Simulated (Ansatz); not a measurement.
## ZnS (model structure, started from the NiAs type, P6₃/mmc, No. 194, 4 atoms in the cell)

Method: HSE06 in Ansatz (PAW).

Numerical settings: plane-wave cutoff 460 eV, 9×9×4 k mesh (along the axes of the cell as run), Fermi–Dirac smearing 0.01 eV, scalar-relativistic PAW data made under PBE.

Cell (relaxed with PBEsol):

Space group P6₃/mmc (No. 194); a = 3.565 Å, b = 3.565 Å, c = 5.816 Å, α = 90.00°, β = 90.00°, γ = 120.00°

```json
[
 {"atom": "Zn", "site": "2a", "symmetry": "-3m.", "x": "0.0000", "y": "0.0000", "z": "0.0000"},
 {"atom": "S", "site": "2c", "symmetry": "-6m2", "x": "0.3333", "y": "0.6667", "z": "0.2500"}
]
```

- band gap: 1.50 eV (indirect)
- smallest direct gap on the k points sampled: 3.14 eV

Note: the relaxation could raise the start's symmetry but not lower it, so the cell can be a saddle point; cell and atoms aren't relaxed at this level (pressure 3.4 GPa).

Static lattice: no zero-point or thermal effects.

A model structure was made by putting elements into a prototype or built by hand; it is no filed structure, need not be a known phase, and can be a saddle point held by its symmetry.

Ansatz is an electronic-structure program.
